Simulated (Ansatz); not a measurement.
Consider this model of amorphous Si$_{12}$Ge$_{12}$O$_{48}$.

```
CELL_PARAMETERS angstrom
     10.51510     0.14118     0.19033
      0.14118    10.77543     0.42412
      0.19033     0.42412    10.24404
ATOMIC_POSITIONS crystal
  Si 0.58946 0.40392 0.42899
  Si 0.32888 0.15836 0.05668
  Si 0.71118 0.04952 0.36160
  Si 0.46122 0.10094 0.80025
  Si 0.72255 0.43748 0.17443
  Si 0.71561 0.66066 0.00862
  Si 0.22664 0.42256 0.96298
  Si 0.44190 0.01142 0.31117
  Si 0.19626 0.64366 0.32670
  Si 0.64089 0.87532 0.17187
  Si 0.12541 0.77886 0.77127
  Si 0.53564 0.85362 0.92646
  Ge 0.78200 0.48368 0.62275
  Ge 0.32233 0.43307 0.51394
  Ge 0.91214 0.99273 0.79494
  Ge 0.71717 0.06009 0.66386
  Ge 0.94050 0.50159 0.35140
  Ge 0.27799 0.70149 0.02583
  Ge 0.21907 0.26109 0.73893
  Ge 0.52300 0.61910 0.56844
  Ge 0.96302 0.54765 0.85652
  Ge 0.91435 0.24783 0.22932
  Ge 0.31926 0.82470 0.52169
  Ge 0.06688 0.12063 0.98363
  O  0.48384 0.94892 0.80718
  O  0.28109 0.38335 0.82035
  O  0.04853 0.61665 0.29839
  O  0.65775 0.52286 0.05541
  O  0.90631 0.53743 0.51418
  O  0.70371 0.36902 0.53595
  O  0.26290 0.29943 0.06375
  O  0.19691 0.33749 0.58112
  O  0.21027 0.73891 0.44090
  O  0.56660 0.55646 0.41770
  O  0.80720 0.52932 0.25468
  O  0.44633 0.15779 0.94506
  O  0.33151 0.13827 0.72060
  O  0.71764 0.99174 0.51385
  O  0.75590 0.93301 0.78309
  O  0.56174 0.09576 0.34772
  O  0.03134 0.89714 0.73073
  O  0.07761 0.21093 0.82696
  O  0.26837 0.50974 0.36724
  O  0.86439 0.44990 0.77190
  O  0.48164 0.77709 0.54191
  O  0.87040 0.12654 0.68539
  O  0.15669 0.77036 0.92786
  O  0.41221 0.78995 0.00016
  O  0.65903 0.59281 0.66559
  O  0.34010 0.97238 0.43331
  O  0.62244 0.36767 0.28004
  O  0.94712 0.01532 0.95864
  O  0.81775 0.15627 0.34076
  O  0.25577 0.80925 0.68368
  O  0.50533 0.88154 0.25882
  O  0.07089 0.45603 0.95964
  O  0.45645 0.33622 0.47878
  O  0.60487 0.94040 0.02725
  O  0.22356 0.06358 0.00572
  O  0.03081 0.16720 0.14216
  O  0.70378 0.74089 0.13955
  O  0.36952 0.10160 0.20020
  O  0.99544 0.34718 0.32728
  O  0.05661 0.64697 0.74623
  O  0.81484 0.32972 0.11357
  O  0.62934 0.73405 0.89580
  O  0.58647 0.15440 0.71357
  O  0.30413 0.54243 0.00111
  O  0.25204 0.71520 0.19266
  O  0.86411 0.64155 0.95556
  O  0.74315 0.94738 0.25359
  O  0.37794 0.54335 0.61969
```

Methods: PBE, scalar-relativistic without spin-orbit coupling (Ansatz, an electronic-structure program); r2SCAN, scalar-relativistic without spin-orbit coupling (Ansatz); HSE06, scalar-relativistic without spin-orbit coupling (Ansatz). Neutral PBE cell, which sets geometry, pressure and energy: sampling: a 2×2×2 Γ-centred mesh; Fermi-Dirac width 0.02 eV; no spin polarisation. Exact exchange is cut at the faces of this 10 Å cell, which leaves hybrid gaps a finite-size error.

Preparation: random packing, a CHGNet melt and quench, and a DFT relaxation. O atoms were pushed apart under 1.9 Å during the dynamics, to hinder bonds among them. The hot cell started wider than the set density and was brought back towards it in steps. It is the lowest in DFT energy of 2 quenches. It is a model cell: composition and starting density were chosen by hand, and all elements were melted together. No dispersion term was used. Its density started from a set value of 3.19 and ended at 2.83 g/cm³. The simulated quench (nominally 390 K/ps over its main leg) is rapid and tends to freeze in more defects than a deposited or slowly cooled glass has. A cell of this size samples the disorder only roughly. Volume and shape were free in the relaxation.

Problem. Give the pressure and the spacing of the highest filled and lowest empty levels.

Solution. 
```json
{
 "Pressure on a 2×2×2 Γ-centred mesh": "0.03 GPa",
 "Largest force and stress component on that mesh (the relaxation ran on the zone centre alone)": "0.02 eV/Å and 0.1 GPa",
 "Level gap on a 2×2×2 Γ-centred mesh (PBE)": "3.49 eV",
 "Level gap at the zone centre (PBE)": "3.49 eV",
 "Level gap at the zone centre (r2SCAN)": "4.11 eV",
 "Level gap at the zone centre (HSE06)": "5.30 eV",
 "Distance between the nearest levels spread over more than a fifth of the atoms or a third of the atoms of their main element (six at least) (PBE, zone centre)": "3.74 eV"
}
```

Problem. At PBE and the zone centre, how localised are the states just below and above the Fermi level (participation number: the atoms over which a state spreads)?

Solution. The highest filled state is spread over 5.3 atoms' worth, largest on O39, with weights by element (charge in smoothed Voronoi cells) O 0.96, Ge 0.02, Si 0.01. The lowest empty state is spread over 42.1 atoms' worth, largest on Ge13, with weights by element (charge in smoothed Voronoi cells) O 0.62, Ge 0.32, Si 0.06.

At PBE the levels at the filled edge of the gap are localised (band-tail or defect states), and the nearest spread-out levels lie 3.7 eV apart at the zone centre.

Cut-offs for bonds: Si-Si 2.60 Å, Si-Ge 2.70 Å, Si-O 1.90 Å, Ge-Ge 2.81 Å, Ge-O 2.04 Å, O-O 1.58 Å. Two cations that share two anions don't count as bonded, nor two that share one unless they lie closer than Si-Si 2.38 Å, Si-Ge 2.47 Å, Ge-Ge 2.57 Å.

Added carriers, by PBE, scalar-relativistic without spin-orbit coupling (Ansatz) on the zone centre alone. Charged cells keep the cell fixed and stand in a uniform background, with no image correction, at a width of 0.01 eV; where the count is odd the moment is locked at 1 μB, unless the neutral cell bore moments. Each starts from the undistorted neutral geometry alone. PBE's self-interaction favours spread-out carriers, so it can miss traps that a hybrid finds.

Problem. What happens at PBE when the cell takes an extra electron and the atoms relax?

Solution. Relaxation lowers the charged cell by 0.10 eV. The largest moves are Ge13 0.14 Å, O49 0.13 Å, O30 0.13 Å, O56 0.11 Å. The level that holds the added charge spreads over 31.1 atoms' worth, most on Ge13 (weight 0.10): a carrier spread over the cell. No bond crosses its cut-off with a change of over 0.15 Å. Made neutral again at that geometry, the cell lies +0.18 eV from the neutral start.

Problem. What happens at PBE when the cell takes a hole and the atoms relax?

Solution. Relaxation lowers the charged cell by 0.08 eV. The largest moves are O48 0.22 Å, O46 0.14 Å, O66 0.14 Å, O41 0.12 Å. The level that was emptied spreads over 8.0 atoms' worth, most on O66 (weight 0.21): a partly localised carrier. No bond crosses its cut-off with a change of over 0.15 Å. Made neutral again at that geometry, the cell lies +0.29 eV from the neutral start.
